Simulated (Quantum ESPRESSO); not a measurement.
Input and output of a self-consistent single point for Sr (Fm-3m, 1 atom in the cell) (Quantum ESPRESSO).

Level of theory: PBE, PseudoDojo standard norm-conserving (PBE) pseudopotentials (plane waves; Quantum ESPRESSO).

The change in words: lattice scaled by 0.98; ecutrho: default → 700 Ry. Reference geometry:
```xyz
1
Lattice="0.0000 3.0309 3.0309 3.0309 0.0000 3.0309 3.0309 3.0309 0.0000" Properties=species:S:1:pos:R:3 pbc="T T T"
Sr     0.0000     0.0000     0.0000
```

Reference input (self-consistent single point, DFT, PBE, plane waves, PseudoDojo standard norm-conserving (PBE) pseudopotentials): ecutwfc = 70 Ry; occupations = smearing; smearing = fermi-dirac; degauss = 0.0073499 Ry; potentials = {Sr: Sr.upf}; K_POINTS = automatic 6 6 6 0 0 0; conv_thr = 1e-08 Ry; mixing_beta = 0.4. This run's input differs from it in these lines:

```diff
@@ -13,2 +13,3 @@
    ecutwfc = 70,
+   ecutrho = 700,
    occupations = 'smearing',
@@ -28,5 +29,5 @@
 CELL_PARAMETERS angstrom
-   0.000000000     3.030880000     3.030880000
-   3.030880000     0.000000000     3.030880000
-   3.030880000     3.030880000     0.000000000
+   0.000000000     2.970262000     2.970262000
+   2.970262000     0.000000000     2.970262000
+   2.970262000     2.970262000     0.000000000
```

Log, with long lists cut:

```
     Self-consistent Calculation

     iteration #  1     ecut=    70.00 Ry     beta= 0.40

     Threshold (ethr) on eigenvalues was too large:
     Diagonalizing with lowered threshold

     total energy              =     -68.46735465 Ry
     estimated scf accuracy    <       0.00118449 Ry

     iteration #  2     ecut=    70.00 Ry     beta= 0.40

     total energy              =     -68.46750263 Ry
     estimated scf accuracy    <       0.00042573 Ry

     iteration #  3     ecut=    70.00 Ry     beta= 0.40

     total energy              =     -68.46752068 Ry
     estimated scf accuracy    <       0.00000547 Ry

     iteration #  4     ecut=    70.00 Ry     beta= 0.40

     total energy              =     -68.46752331 Ry
     estimated scf accuracy    <       0.00000039 Ry

     iteration #  5     ecut=    70.00 Ry     beta= 0.40

     total energy              =     -68.46752336 Ry
     estimated scf accuracy    <       0.00000006 Ry

     iteration #  6     ecut=    70.00 Ry     beta= 0.40
     End of self-consistent calculation

     the Fermi energy is     5.4736 ev

!    total energy              =     -68.46752336 Ry
     estimated scf accuracy    <          2.4E-09 Ry
     smearing contrib. (-TS)   =      -0.00409415 Ry
     internal energy E=F+TS    =     -68.46342921 Ry

     convergence has been achieved in   6 iterations

     Forces acting on atoms (cartesian axes, Ry/au):

     atom    1 type  1   force =     0.00000000    0.00000000    0.00000000

     Total force =     0.000000     Total SCF correction =     0.000000

          total   stress  (Ry/bohr**3)                   (kbar)     P=        6.55
   0.00004456   0.00000000   0.00000000            6.55        0.00        0.00
   0.00000000   0.00004456   0.00000000            0.00        6.55        0.00
   0.00000000   0.00000000   0.00004456            0.00        0.00        6.55

   JOB DONE.
```

The run converged in 6 iterations. Against the reference run the free energy rises by 5.2 meV/atom and the pressure goes from -0.11 to 0.66 GPa.

The starting cell has typed, rounded lattice constants, without a prior relaxation at this level. Its lattice was rescaled by up to half a per cent. For this run, on top of that: lattice scaled by 0.98.
